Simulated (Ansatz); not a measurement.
Base system: CdS in the wurtzite structure (space group P6_3mc, No. 186; a = 4.196 Å, c = 6.830 Å). Axes: x lies along a and z along c of the hexagonal cell.

Calculations: PBE/PAW in Ansatz (a first-principles code), no spin-orbit coupling.

Now apply this change: uniaxial strain ε_zz = +0.60 %, all other strain components held at zero; the atoms relax in the strained cell.

Predict the stress tensor and what it implies for the stiffness.

Stress of the strained cell less that of the base (GPa, compression positive):
```
  -0.22    0.00    0.00
   0.00   -0.22    0.00
   0.00    0.00   -0.51
```

Then −Δσ_ii/ε with ε = 0.0060 gives relaxed-ion elastic constants: C33 ≈ 86 GPa.

Stability against distortions was not tested.
